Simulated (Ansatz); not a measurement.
Ansatz (an electronic-structure program) run on a sheet of SbAs (2 atoms in the cell): self-consistent single point.

Computed with PBEsol, PAW files at level accurate made with PBE (plane waves; Ansatz).

```
SbAs
1.0
    4.36991     0.00000     0.00000
   -2.18495     3.78445     0.00000
    0.00000     0.00000    14.00000
As Sb
1 1
Direct
  0.66667   0.33333   0.50000
  0.33333   0.66667   0.50000
```

Reference input (self-consistent single point, DFT, PBEsol, plane waves, default PAW files made with PBE): basis.ecutwfc = 420 eV; kpoints.mp_grid.grid = 7 7 1; hamiltonian.xc = pbesol; hamiltonian.pseudopotentials = {kind: paw} (the program's default PAW files); scf.occupations.method = cold; scf.occupations.width = 0.272 eV. This run's input differs from it in these lines:

Ansatz 0.2 input:
```diff
@@ -9,4 +9,2 @@
     - { symbol: Sb, position: [0.33333300, 0.66666700, 0.50000000] }
-basis:
-  ecutwfc: 420.0
 kpoints:
@@ -15,3 +13,3 @@
   xc: pbesol
-  pseudopotentials: { kind: paw }
+  pseudopotentials: { kind: paw, level: accurate }
 scf:
```

Output, abridged:

```
SCF iter   1: F=—  HF=-11219.548798 eV  |F-HF|=—  |Δ(HF+E_count)|=         —  Δρ=1.11e-2  dr2=5.40e-1  ethr=1.79e-3  ⟨swp⟩=1.0  Hψ=995  notcnv=0
all-band conjugate gradients solve this SCF's bands
preconditioner: auto → LDOS
SCF iter   2: F=—  HF=-11219.404236 eV  |F-HF|=—  |Δ(HF+E_count)|=   1.45e-1  S|Δr|=    0.00e0  Δρ=3.64e-3  dr2=6.17e-2  ethr=1.79e-3  ⟨swp⟩=2.0  Hψ=179  notcnv=0
   [... lines left out ...]
SCF iter   6: F=—  HF=-11219.393734 eV  |F-HF|=—  |Δ(HF+E_count)|=   1.52e-5  S|Δr|=    0.00e0  Δρ=2.41e-5  dr2=2.29e-6  ethr=1.16e-7  ⟨swp⟩=2.0  Hψ=281  notcnv=0
SCF iter   7: F=—  HF=-11219.393734 eV  |F-HF|=—  |Δ(HF+E_count)|=   1.62e-7  S|Δr|=    0.00e0  Δρ=7.98e-6  dr2=1.36e-7  ethr=7.65e-9  ⟨swp⟩=3.0  Hψ=285  notcnv=0
SCF iter   8: F=-11219.393734 eV  HF=-11219.393734 eV  |F-HF|=1.82e-8  |Δ(HF+E_count)|=   5.94e-8  S|Δr|=    0.00e0  Δρ=2.76e-6  dr2=2.98e-8  ethr=3.33e-10  ⟨swp⟩=7.8  Hψ=654  notcnv=0
SCF 1 converged in 8 iterations: F = -11219.393734 eV  dr2 = 2.98e-8
Stability not checked (fill_not_monotonic)
Free energy (F): -11219.393734 eV
Internal energy: -11219.372783 eV  (E = F + TS)
E sigma→0 (E₀):  -11219.386751 eV
Entropy (-TS):   -0.020951 eV (-10.475 meV/atom)
Fermi energy:    -1.460885 eV
--- Forces (eV/Å), atoms counted from 1 ---
  atom   1  As     0.00000000    -0.00000000     0.00000000
  atom   2  Sb     0.00000000     0.00000000     0.00000000
--- Stress (GPa, compression-positive) ---
        3.558879       0.000000       0.000000
        0.000000       3.558879       0.000000
        0.000000       0.000000      -0.000001
  P = ⅓ Tr σ = 2.3726 GPa (23.726 kbar)
  The stress holds the Pulay correction. Without it, at fixed plane waves, as pw.x and ABINIT print it: P = 2.3678 GPa
```

The run converged in 8 iterations.  The full log also holds: “WARN basis.ecutwfc = 580 eV, the default”.

The starting cell was generated: these elements placed on a structure prototype, without a prior relaxation; it need not be a known phase or ordering of this composition. Spin-orbit coupling is off.
